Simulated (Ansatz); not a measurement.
**Pressure series in ZnCu2SnS4**

Take ZnCu₂SnS₄ (space group I-4, No. 82) as the base.

```yaml
crystal:
  lattice:
    - [-2.65874, 2.65874, 5.32154]
    - [2.65874, -2.65874, 5.32154]
    - [2.65874, 2.65874, -5.32154]
  atoms:
    - { symbol: Cu, position: [0.00000, 0.00000, 0.00000] }
    - { symbol: Cu, position: [0.75000, 0.25000, 0.50000] }
    - { symbol: Zn, position: [0.25000, 0.75000, 0.50000] }
    - { symbol: Sn, position: [0.50000, 0.50000, 0.00000] }
    - { symbol: S, position: [0.36981, 0.90003, 0.00920] }
    - { symbol: S, position: [0.09997, 0.10917, 0.46979] }
    - { symbol: S, position: [0.89083, 0.36062, 0.99080] }
    - { symbol: S, position: [0.63938, 0.63019, 0.53021] }
```

Cell and atoms are relaxed at each pressure.

Computed with LDA/PAW in Ansatz (a quantum-chemistry and plane-wave program), no SOC.

Candidates:
(a) pressure 30 GPa
(b) pressure 0.9 GPa
(c) pressure 9 GPa
(d) pressure 22.5 GPa

Base values:

| Property | Result |
|---|---|
| Band gap | 0.14 eV |

Task: Order them by band gap, lowest first.

Result: (b) pressure 0.9 GPa (0.17 eV), (c) pressure 9 GPa (0.38 eV), (d) pressure 22.5 GPa (0.65 eV), (a) pressure 30 GPa (0.76 eV)

Load acts through the strain it causes; cell and atoms are relaxed under it. No phonon test of stability was made. No other phases were tried under pressure. All final runs are without spin polarisation. A zero or small gap of ZnCu2SnS4 can be the functional's error rather than a property of the material.
